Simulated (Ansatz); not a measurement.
The starting structures come from a database of crystals and need not be the phases stable at ambient conditions.

By PBEsol, the system below comes out a metal.

Consider the following.

```xyz
2
Lattice="2.8739 0.0000 0.0000 0.0000 5.3017 0.0000 1.4369 -2.6509 2.4210" Properties=species:S:1:pos:R:3 pbc="T T T"
Ge     0.1841     1.3254     0.0000
Ge     2.6898     3.9763     0.0000
```

Space group of this cell: Imma. The cell is strained (lengths along the current scaled by 0.97, ions clamped).

The current flows along the normal of the first two printed cell vectors. No spin-orbit coupling; the value is a mean over 0.1 eV about the Fermi level.

Compute, with PBEsol in Ansatz (a program for electronic structure), the ballistic conductance per area.

1.1 × 10¹⁵ S/m² for both spins.
